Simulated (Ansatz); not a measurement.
Abridged Ansatz (a program for electronic structure) output:

```
Relaxation: its limit of steps is 50 (relax.max_steps)
Pseudopotential: Hf, paw, valence charge 26
Pseudopotential: O, paw, valence charge 6
Crystal: 3 atoms, lattice volume = 33.121 Å³
Basis set: ecut = 500 eV, 869 PW (Γ), exchange–correlation on 108×108×108 points (64 copies of the dense FFT grid, shifted against one another)
Bands: 23, of which v1, the nominal top of the filled ones, is band 19 counted from 1 (18 counted from 0)
Symmetry: 16 space group operations
k-points: 126 of 1331
Functional: x = r2scan, c = r2scan; τ floored in thin density (d = 2e-4 eV/Å³)
SCF iter   1: F=—  HF=-16876.099946 eV  |F-HF|=—  |Δ(HF+E_count)|=         —  Δρ=1.18e-2  dr2=4.33e-2  dr2_τ=2.22e-1  ethr=1.77e-3  ⟨swp⟩=4.8  Hψ=10736  notcnv=0
SCF iter   2: F=—  HF=-16876.157589 eV  |F-HF|=—  |Δ(HF+E_count)|=   5.76e-2  Δρ=6.37e-3  dr2=4.25e-3  dr2_τ=2.75e-3  ethr=1.14e-4  ⟨swp⟩=2.1  Hψ=6811  notcnv=0
SCF 1 converged in 7 iterations: F = -16876.157924 eV  dr2 = 4.52e-8
relax step   1: F+E_penalty+E_count = -16876.15792358 eV  Δ(F+E_penalty+E_count) = +0.000e0 eV  max|allowed force component| = 8.674e-19 eV/Å  Δτ_max = 0.0000 Å  P = -5.982 GPa  Ω = 33.121 Å³  fix = [a, b, gamma]  reactions: a -9.709, b -9.709 GPa  (7 SCF iters, dr2 threshold 1.00e-7 eV, accepted)
[... steps on the carried basis left out ...]
relax step   3: F+E_penalty+E_count = -16876.15826946 eV  Δ(F+E_penalty+E_count) = -3.312e-4 eV  max|allowed force component| = 8.674e-19 eV/Å  Δτ_max = 0.0000 Å  P = -6.617 GPa  Ω = 33.207 Å³  energy of the carried Pulay correction = -4.688e-5 eV  fix = [a, b, gamma]  reactions: a -9.924, b -9.924 GPa  (4 SCF iters, dr2 threshold 3.00e-7 eV, accepted)
Crystal: 3 atoms, lattice volume = 33.207 Å³
SCF iter   1: F=—  HF=-16876.158315 eV  |F-HF|=—  |Δ(HF+E_count)|=         —  Δρ=2.43e-5  dr2=4.77e-8  dr2_τ=2.43e-8  ethr=2.96e-8  ⟨swp⟩=3.3  Hψ=19767  notcnv=0
SCF iter   2: F=—  HF=-16876.158314 eV  |F-HF|=—  |Δ(HF+E_count)|=   7.84e-8  Δρ=1.29e-5  dr2=1.13e-8  dr2_τ=4.04e-9  ethr=1.26e-10  ⟨swp⟩=2.2  Hψ=5126  notcnv=0
SCF 4 converged in 6 iterations: F = -16876.158314 eV  dr2 = 2.33e-13
SCF converged after 6 iterations
Free energy (F): -16876.158314 eV
Internal energy: -16876.158314 eV  (E = F + TS)
E sigma→0 (E₀):  -16876.158314 eV
Fermi energy:    17.479057 eV
--- Forces (eV/Å), atoms counted from 1 ---
  atom   1  Hf     0.00000000     0.00000000     0.00000000
  atom   2  O      0.00000000     0.00000000     0.00000000
  atom   3  O      0.00000000     0.00000000     0.00000000
--- Stress (GPa, compression-positive) ---
       -9.924246       0.000000       0.000000
        0.000000      -9.924246       0.000000
        0.000000       0.000000      -0.007848
  P = ⅓ Tr σ = -6.6188 GPa (-66.188 kbar)
--- Relaxed structure (3 steps of the walk, 3 accepted, 1 SCFs on fresh bases) ---
  cell:  # Å, volume = 33.2069 Å³
    - [3.6330282616, 0.0, 0.0]
    - [0.0, 3.6330282616, 0.0]
    - [1.8165141308, -1.8165141308, 2.5158836622294287]
  atoms:
    - { symbol: Hf, position: [1.883393032098911e-37, 1.8737639318724615e-38, 3.7475278637394297e-38] }
    - { symbol: O, position: [0.75, 0.75, 0.49999999999999994] }
    - { symbol: O, position: [0.25, 0.24999999999999997, 0.49999999999999994] }
```

### Question
What was computed, and what are the main results?

### Answer
HfO2, 3 atoms in the cell, with Ansatz r2SCAN, without spin-orbit coupling. The last SCF converged to F = -16876.158314 eV, or -5625.3861 eV per atom, at a pressure of -6.62 GPa. The total energy compares only with runs of the same code, potentials and settings.

With Hf present, leaving out spin-orbit coupling can change the band edges. The cells carry an imposed strain or load. Stability against distortions was not tested. The cell was made from HfO2 in the fluorite structure (space group Fm-3m, No. 225) by this change: biaxial strain +1.57 %, plane normal [001], relaxed out of plane. This is not the structure that HfO2 has at room temperature and ambient pressure.

Keys are those of Ansatz 0.2.
